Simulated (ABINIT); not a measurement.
Pressure against volume in rock-salt HfC (space group 225) (ABINIT, LDA)

```yaml
crystal:
  lattice:
    - [0.00000, 2.22977, 2.22977]
    - [2.22977, 0.00000, 2.22977]
    - [2.22977, 2.22977, 0.00000]
  atoms:
    - { symbol: Hf, position: [0.00000, 0.00000, 0.00000] }
    - { symbol: C, position: [0.50000, 0.50000, 0.50000] }
```

Level of theory: LDA (PW92), norm-conserving pseudopotentials (PseudoDojo nc-sr-04 LDA standard) (plane waves; ABINIT). Settings: pseudos = [Hf.upf, C.upf]; ecut = 1442 eV; occopt = 3; tsmear = 0.00183747 Ha; ngkpt = 22 22 22; nshiftk = 1; shiftk = 0 0 0; potentials = PseudoDojo nc-sr-04 LDA standard; nband = 13; kptopt = 1; nstep = 100; tolvrs = 1e-11. The cell above is the first row's. The rows scale it uniformly. In all rows fractional positions and the k mesh are held.

| V (Å^3/atom) | P (GPa) |
|---|---|
| 11.0861 | 20.97 |
| 11.3271 | 13.77 |
| 11.5681 | 7.27 |
| 11.8091 | 1.40 |
| 12.0501 | -3.90 |
| 12.2911 | -8.69 |
| 12.5321 | -13.02 |
| 12.7731 | ? |

Taking a cubic for P over the 7 complete rows: With u = V - 11.8, the rows have u = -0.7139, -0.4729, -0.2319, 0.0091, 0.2501, 0.4911, 0.7321. Least squares gives P = 1.609 - 23.2226·u + 4.9469·u² - 0.7144·u³. Residuals (row less fit): 0.001, -0.003, 0.001, 0.002, 0.001, -0.003, 0.001; standard error 0.003 (degrees of freedom: 3). The fitted pressure is zero at V0 = 11.87, where dP/dV = -22.54, so B0 = -V0·dP/dV = 268 GPa.

Q: What does the fit predict for P at V = 12.7731, and how far is the calculated value from it?

A: u = 0.9731, so P = 1.609 - 23.2226 × 0.9731 + 4.9469 × 0.9731² - 0.7144 × 0.9731³ = -16.963 GPa. The calculation gives -16.94 GPa, 0.023 GPa above the prediction (0.1 % of the range of P in the table). The row lies outside the fitted rows, so this is an extrapolation. From the scatter of the fitted rows alone, a prediction at this place has a standard error of 0.009 GPa, so the miss is 2.7 times that.

Carrying the step between the two nearest rows on in a straight line would have given -17.35, off by 0.41; series whose last step already gives the withheld value aren't shown. The scan was laid around a cell of about the measured size, scaled by a guess for this functional. The runs keep the symmetry of the cell, so they don't test it for distortions. Spin-orbit coupling is off. 1 of the planned runs didn't end soundly and are left out. Cutoffs and mesh are single choices, not tested for convergence of this quantity. Series with a scatter that would blur these digits, or in which a gap closes, are not shown.
